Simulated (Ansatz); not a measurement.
Consider the following.

```xyz
8
Lattice="-2.9368 2.9368 5.5290 2.9368 -2.9368 5.5290 2.9368 2.9368 -5.5290" Properties=species:S:1:pos:R:3 pbc="T T T"
Cd     0.0000     0.0000     0.0000
Cd     0.0000     2.9368     2.7645
Ge     0.0000     0.0000     5.5290
Ge     2.9368     0.0000     2.7645
As     1.3263     1.4684     6.9113
As     1.4684    -1.3263     4.1468
As     1.6104     1.4684     1.3823
As     1.4684     4.2631    -1.3823
```

No spin polarisation.

Calculations: Ansatz (a quantum-chemistry and plane-wave program), LDA, PAW, cutoff 420 eV, no spin-orbit coupling. Settings: 8×8×8 k-points, 0.05 eV Fermi–Dirac smearing.

Predict the stress and space group.


* **Stress (xx, yy, zz, yz, xz, xy; compression positive)**: (0.83, 0.83, 1.33, 0.00, 0.00, 0.00) GPa
* **Space group**: I-42d (No. 122)

The cells carry an imposed strain or load. No phonon test of stability was made. The cell was made from CdGeAs$_{2}$ in the chalcopyrite structure (space group I-42d, No. 122) by this change: uniaxial strain ε_zz = −1.50 %.
